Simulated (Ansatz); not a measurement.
System: InGaP2 (R3m, No. 160, 4 atoms in the cell; start mp-1223642). Method: PBEsol (Ansatz, a first-principles code, PAW).

Run with plane-wave cutoff 520 eV, 10×10×10 k mesh, Fermi–Dirac smearing 0.01 eV, scalar-relativistic PAW data made under PBE.

Cell (relaxed at this level):

```yaml
crystal:
  lattice:
    - [1.99944, 1.15438, 6.56147]
    - [-1.99944, 1.15438, 6.56147]
    - [0.00000, -2.30876, 6.56147]
  atoms:
    - { symbol: In, position: [0.49929, 0.49929, 0.49929] }
    - { symbol: Ga, position: [0.99994, 0.99994, 0.99994] }
    - { symbol: P, position: [0.88064, 0.88064, 0.88064] }
    - { symbol: P, position: [0.37014, 0.37014, 0.37014] }
```

Question: Estimate the band gap and bulk modulus that the calculation returns.

Answer: 
* **band gap**: 0.66 eV (on the SCF k mesh)
* **bulk modulus**: 73.5 GPa

Note: the relaxation could not lower the start's symmetry, so the cell can be a saddle point above a distorted one; the bulk modulus is −V dP/dV from two relaxed cells at ±2 % in volume.

Spin–orbit coupling is not included.

Static lattice: no zero-point or thermal effects.

It cost very roughly 4 core-minutes of CPU time.

A start named mp-… is a Materials Project structure, which need not be a measured phase.
